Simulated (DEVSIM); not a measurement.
System: Pt/SiO2/p-Si capacitor, at 250 K.

Layer 1 from the left is SiO2, thickness (nm) 1.60. Layer 2 from the left is Si, thickness (nm) 4900, Na (cm⁻³) 1.4e16.

Metal gate on the left, work function 5.6 eV. Fixed charge at the semiconductor interface 6.5e11 cm⁻² (in units of +e); no interface traps.

This is a model device: material constants are rounded textbook-type values typed into the input, and sizes, dopings and lifetimes were drawn at random. Values at 300 K; Nc and Nv go as T^1.5, mobilities as T to minus their exponent, the gap by Varshni's rule with the affinity fixed.

SiO2: gap (eV) 9, affinity (eV) 0.9, permittivity 3.9. Si: gap (eV) 1.124, affinity (eV) 4.05, permittivity 11.7, Nc (cm⁻³) 2.86e19, Nv (cm⁻³) 3.1e19, Varshni α (eV/K) 0.000473, Varshni β (K) 636.

Simulated with DEVSIM: 1D Poisson equation in equilibrium, Boltzmann statistics, complete ionisation; no quantum confinement or tunnelling. Metal contacts follow the ideal Schottky-Mott rule: no Fermi-level pinning, no interface dipoles.

### Question
What does the simulation give for the minimum of the low-frequency capacitance, the flat-band voltage, the threshold voltage (band bending 2φF)?

### Answer
minimum of the low-frequency capacitance 0.0408 μF/cm²; flat-band voltage 0.53 V; threshold voltage (band bending 2φF) 1.37 V.
